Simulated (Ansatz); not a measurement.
Consider GaN in the zinc blende structure (space group F-43m, No. 216; a = 4.549 Å).

Levels (all Ansatz, a quantum-chemistry and plane-wave program, PAW): PBE (420 eV, spin-orbit coupling left out); r2SCAN (500 eV, without spin-orbit coupling); HSE06 (420 eV, spin-orbit coupling left out); PBE+SOC (420 eV, noncollinear with spin-orbit coupling).

Levels that relaxed their own cell: PBE.

```csv
level,band gap,lattice parameter a,electron mass at Γ
PBE,1.54 eV,4.549 Å,0.141 mₑ
r2SCAN,1.94 eV,–,0.156 mₑ
HSE06,2.75 eV,–,–
PBE+SOC,1.54 eV,–,0.141 mₑ
```

Measured: band gap 3.48 eV (static lattice; corrected from measurement; as listed in I. Vurgaftman, J. R. Meyer, L. R. Ram-Mohan, Journal of Applied Physics (2001)); lattice parameter a 4.5 Å (room temperature; as listed in I. Vurgaftman, J. R. Meyer, L. R. Ram-Mohan, Journal of Applied Physics (2001)); electron mass at Γ 0.15 mₑ (temperature not stated; as listed in I. Vurgaftman, J. R. Meyer, L. R. Ram-Mohan, Journal of Applied Physics (2001)).

Computed minus measured — band gap: PBE -1.94 eV, r2SCAN -1.54 eV, HSE06 -0.73 eV, PBE+SOC -1.94 eV (closest: HSE06); lattice parameter a: PBE +1.1 %; electron mass at Γ: PBE -6 %, r2SCAN +4 %, PBE+SOC -6 % (closest: r2SCAN). Measured values not marked as corrected hold thermal and zero-point effects that the static-lattice runs lack. A measured gap can be an optical one, lowered by exciton binding. Levels without spin-orbit coupling miss its lowering of the gap, often about a third of the valence-band splitting.

Single points use the geometry relaxed with PBE. Differences between runs with and without spin-orbit coupling are approximate. Effective masses come from finite differences of ±0.01 Å⁻¹. Whether these cells are dynamically stable was not tested. This is not the structure that GaN has at room temperature and ambient pressure.
